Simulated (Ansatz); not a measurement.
End structure of the (112) surface of diamond (in the relaxation 1 C–C bonds broke), 1 pair of surface atoms bonded, no caps (bottom of the slab: built like the top, H on every dangling bond, free):

```
CELL_PARAMETERS angstrom
      5.05093     0.00000     0.00000
      0.00000     6.18611     0.00000
      0.00000     0.00000    27.00000
ATOMIC_POSITIONS crystal
  C  0.08772 0.00869 0.34074
  C  0.41231 0.00861 0.34076
  C  0.01021 0.24955 0.33926
  C  0.48986 0.24945 0.33925
  C  0.25008 0.34180 0.36637
  C  0.74998 0.32655 0.36465
  C  0.25012 0.58326 0.36694
  C  0.74994 0.57960 0.36593
  C  0.49971 0.66701 0.39236
  C  0.00032 0.66701 0.39224
  C  0.49189 0.91635 0.39233
  C  0.00811 0.91638 0.39227
  C  0.75003 0.00058 0.41768
  C  0.24995 0.99836 0.42171
  C  0.74999 0.24865 0.41907
  C  0.25002 0.25063 0.42025
  C  0.99948 0.33343 0.44649
  C  0.50051 0.33360 0.44659
  C  0.99953 0.58368 0.44647
  C  0.50048 0.58374 0.44669
  C  0.24895 0.66619 0.47372
  C  0.75103 0.66678 0.47348
  C  0.24976 0.91625 0.47458
  C  0.75024 0.91650 0.47304
  C  0.50000 0.00000 0.50067
  C  0.00000 0.00000 0.50067
  C  0.50000 0.25000 0.50067
  C  0.00000 0.25000 0.50067
  C  0.75000 0.33333 0.52768
  C  0.25000 0.33333 0.52768
  C  0.75000 0.58333 0.52768
  C  0.25000 0.58333 0.52768
  C  0.99987 0.66520 0.55584
  C  0.50014 0.67034 0.55325
  C  0.99937 0.91561 0.55587
  C  0.50069 0.91765 0.55485
  C  0.25164 0.99793 0.58241
  C  0.74839 0.99790 0.58256
  C  0.25019 0.24750 0.58289
  C  0.74982 0.24756 0.58293
  C  0.49998 0.34483 0.60080
  C  0.00001 0.33110 0.60990
  C  0.50001 0.58468 0.60567
  C  0.00002 0.57806 0.61147
  C  0.74461 0.65917 0.63721
  C  0.25545 0.65920 0.63719
  C  0.75129 0.90965 0.63983
  C  0.24874 0.90966 0.63979
  C  0.00010 0.99693 0.66177
  C  0.50000 0.99361 0.66282
  C  0.00006 0.23754 0.66769
  C  0.50002 0.18339 0.68870
  C  0.26091 0.32248 0.68824
  C  0.73917 0.32244 0.68825
  C  0.35069 0.52989 0.68202
  C  0.64937 0.52984 0.68202
  H  0.00730 0.91548 0.30958
  H  0.49280 0.91536 0.30962
  H  0.01046 0.30999 0.30069
  H  0.48959 0.30981 0.30066
  H  0.25050 0.63560 0.32785
  H  0.74955 0.63764 0.32718
```

Set-up: 62 atoms, 10.8 Å thick at the start with caps and adatoms (thin: gaps and levels are the slab's own); mesh 5x4x1; 0.025 eV smearing; dipole correction on; single point; no symmetry held, on the structure that PBE left; no spin (in PBE a spin-polarised start ends 0.61 eV a cell lower), no spin-orbit, no U. The slab shows no gap over 0.04 eV on its mesh. In PBE it lies 0.30 eV a 1x1 cell over the lowest computed structure of the same composition (unpaired: 0 pairs of surface atoms bonded, no caps, spin-polarised start).

Question: What work function of the top face does r2SCAN, at the PBE geometry in Ansatz (a first-principles code) give?

Answer: 5.00 eV
